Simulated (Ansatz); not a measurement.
Start from PtTe2 (space group P-3m1, No. 164; layered; relaxed with 0.1 eV smearing).

```
CELL_PARAMETERS angstrom
      4.05264     0.00000     0.00000
     -2.02632     3.50969     0.00000
      0.00000     0.00000     5.09694
ATOMIC_POSITIONS crystal
  Te 0.33333 0.66667 0.26692
  Te 0.66667 0.33333 0.73308
  Pt 0.00000 0.00000 0.00000
```

Cartesian axes are those of the cell as printed.

Computed with PBE-D3(BJ) (Ansatz, a first-principles code; PAW; 420 eV plane waves; scalar-relativistic without spin-orbit coupling).

Before the change:

```
Quantity                         Value
-----------------------------  -------
Pressure                       0.0 GPa
Shortest interatomic distance  2.707 Å
```

Now apply this change: the cell is stretched by 2.50 % along z with no lateral relaxation; the atoms relax in the strained cell.

Problem. What does the calculation give for the pressure after the change?

Solution. The pressure (mean of the normal stresses, compression positive) goes from zero to -1.2 GPa.

Problem. Predict the new shortest interatomic distance.

Solution. The shortest interatomic distance goes up by 0.006 Å to 2.713 Å.

Problem. What does the calculation give for the largest internal atomic displacement after the change?

Solution. The largest internal atomic displacement is 0.022 Å.

Whether these cells are dynamically stable was not tested. All final runs are without spin polarisation.
